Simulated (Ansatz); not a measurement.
Base system: PbS (space group P6_3/mmc, No. 194; a = 4.951 Å, c = 5.916 Å; a hypothetical phase, not in the database extracts checked). Axes: x lies along a and z along c of the hexagonal cell.

All numbers come from Kohn–Sham DFT with the PBEsol functional, run in Ansatz (a quantum-chemistry and plane-wave program) with PAW and 420 eV plane waves, spin-orbit coupling left out.

For the base:

```
Item                  Result
-------------------  -------
Smallest direct gap  1.29 eV
Band gap             1.29 eV
```

One thing is altered: uniaxial stress, 8 GPa compression along x; all other stress components relax to zero.

Question: Predict the new energy relative to the base, strain response, smallest direct gap and band gap.

Answer: The energy increases by 106 meV/atom; the strain response (xx, yy, zz) is (−30.13, +28.64, −0.27) %; the smallest direct gap increases by 0.13 eV, from 1.29 eV to 1.42 eV; the band gap falls by 1.00 eV, from 1.29 eV to 0.29 eV.

With Pb present, leaving out spin-orbit coupling can change the band edges. Stability under load was not tested beyond the relaxation. The base started in P6_3mc and relaxed to P6_3/mmc at this level. Under uniaxial stress, 8 GPa compression along x the cell changed shape so far that it is another structure. The zero or small gap of PbS under uniaxial stress, 8 GPa compression along x can change with the level of theory.
